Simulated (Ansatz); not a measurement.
Consider LaGaO3 (space group R-3c, No. 167).

```
CELL_PARAMETERS angstrom
      2.76540     1.59660     4.45035
     -2.76540     1.59660     4.45035
      0.00000    -3.19321     4.45035
ATOMIC_POSITIONS crystal
  La 0.25000 0.25000 0.25000
  La 0.75000 0.75000 0.75000
  Ga 0.00000 0.00000 0.00000
  Ga 0.50000 0.50000 0.50000
  O  0.31104 0.75000 0.18896
  O  0.18896 0.31104 0.75000
  O  0.75000 0.18896 0.31104
  O  0.68896 0.25000 0.81104
  O  0.25000 0.81104 0.68896
  O  0.81104 0.68896 0.25000
```

Method: r2SCAN (Ansatz, a first-principles code), no SOC.

Before the change:

The lattice parameter a is 10.452 bohr and the gap character is indirect, S₀ → Γ. The width of the top valence band comes out as 0.61 eV.

Perturbation: full substitution O → Se; the structure is relaxed again.

Tabulated Pauling electronegativity and covalent radius: O 3.44, 0.66 Å; Se 2.55, 1.20 Å.

Question: Predict the new lattice parameter a.

Answer: The lattice parameter a goes up by 3.296 bohr (10.452 bohr → 13.748 bohr).

Question: What does the calculation give for the gap character after the change?

Answer: The gap character goes from indirect, S₀ → Γ to direct at Γ.

Question: Predict the new valence-band top at Γ.

Answer: The valence-band top at Γ (three highest levels, from the VBM) amounts to 0.00, -0.54, -0.54 eV.

Question: Predict the new width of the top valence band.

Answer: The width of the top valence band rises by 1.10 eV to 1.71 eV.

Stability against distortions was not tested. As relaxed here, LaGaSe3 is a hypothetical phase, not in the database extracts checked. The base started in R3c and relaxed to R-3c at this level.
